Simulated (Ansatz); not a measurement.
Base system: NbAgO₃ in the cubic perovskite structure (space group Pm-3m, No. 221; a = 3.950 Å; a cell from a computed database, its experimental status unchecked).

Modification: hydrostatic tension (pressure −1 GPa).

Levels (all Ansatz, a first-principles code, PAW, earlier PAW set): PBEsol (420 eV, without spin-orbit coupling); PBEsol+SOC (420 eV, spin-orbit coupling included).

The geometry is relaxed with PBEsol.

| Quantity | Value |
|---|---|
| PBEsol width of the top valence band | 1.16 eV |
| PBEsol band gap | 1.40 eV |
| PBEsol smallest direct gap | 1.58 eV |
| PBEsol gap character | indirect, M → X |

**Question.** What does PBEsol+SOC give at this geometry for the width of the top valence band, band gap, smallest direct gap and gap character?

**Answer.** The width of the top valence band decreases by 0.02 eV to 1.14 eV; the band gap decreases by 0.02 eV, from 1.40 eV to 1.38 eV; the smallest direct gap falls by 0.12 eV, from 1.58 eV to 1.46 eV; the gap character remains indirect, M → X.

Single points use the geometry relaxed with PBEsol. The spin-orbit shifts are approximate. Load acts through the strain it causes; cell and atoms are relaxed under it. Whether these cells are dynamically stable was not tested. Many cubic perovskites are stable only at high temperature; tilts and polar distortions were not tested.
